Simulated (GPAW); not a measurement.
GPAW run on Rh (Fm-3m, 1 atom in the cell): self-consistent single point.

Level of theory: PBE, GPAW PAW datasets PBE (gpaw-data 1.0.1) (plane waves; GPAW).

```xyz
1
Lattice="0.0000 1.9095 1.9095 1.9095 0.0000 1.9095 1.9095 1.9095 0.0000" Properties=species:S:1:pos:R:3 pbc="T T T"
Rh     0.0000     0.0000     0.0000
```

Reference input (self-consistent single point, DFT PBE, plane waves, GPAW PAW datasets PBE (gpaw-data 1.0.1)): mode = pw; ecut = 550 eV; xc = PBE; kpts = 13 13 13; mesh shift (steps) = 0 0 0; occupations.name = fermi-dirac; occupations.width = 0.1 eV; nbands = -5; convergence.forces = 0.001 eV/Å; symmetry.symmorphic = false; symmetry.tolerance = 0.0005; maxiter = 100. This run's input differs from it in these lines:

```diff
@@ -16,3 +16,3 @@
             nbands=-5,
-            convergence={'forces': 0.001},
+            convergence={'energy': 7e-14, 'density': 1e-08, 'eigenstates': 7e-18},
             symmetry={'symmorphic': False, 'tolerance': 0.0005},
```

Output (repeated stretches shortened):

```
     iter     time        total  log10-change:
                         energy   eigst   dens
iter:   1 --:--:--    -7.894931
iter:   2 --:--:--    -7.783143   -1.71  -1.36
iter:   3 --:--:--    -7.436210   -1.16  -1.39
iter:   4 --:--:--    -7.344872   -2.77  -1.76
iter:   5 --:--:--    -7.340077   -2.05  -2.09
   [... 27 lines left out ...]
iter:  33 --:--:--    -7.315923  -14.03  -7.32
iter:  34 --:--:--    -7.315923  -15.11  -7.37
iter:  35 --:--:--    -7.315923  -13.19  -7.41
iter:  36 --:--:--    -7.315923  -14.22  -7.99
iter:  37 --:--:--    -7.315923  -14.73  -8.00c
iter:  38 --:--:--    -7.315923  -15.41  -8.09c
   [... lines left out ...]
iter: 100 --:--:--    -7.315923  -19.55c -13.73c

Did not converge!

Here are some tips:

1) Make sure the geometry and spin-state is physically sound.
2) Use less aggressive density mixing.
3) Solve the eigenvalue problem more accurately at each scf-step.
4) Use a smoother distribution function for the occupation numbers.
5) Try adding more empty states.
6) Use enough k-points.
7) Don't let your structure optimization algorithm take too large steps.
8) Solve the Poisson equation more accurately.
9) Better initial guess for the wave functions.

See details here:

    https://gpaw.readthedocs.io/documentation/convergence.html
Traceback (most recent call last):
   [... frames left out ...]
gpaw.KohnShamConvergenceError: Did not converge!  See text output for help.
```

The run ended unconverged after 100 iterations. 

The starting cell has typed, rounded lattice constants, without a prior relaxation at this level. Its lattice was rescaled by up to half a per cent.

Cost on one core of a shared machine: roughly 50 s.
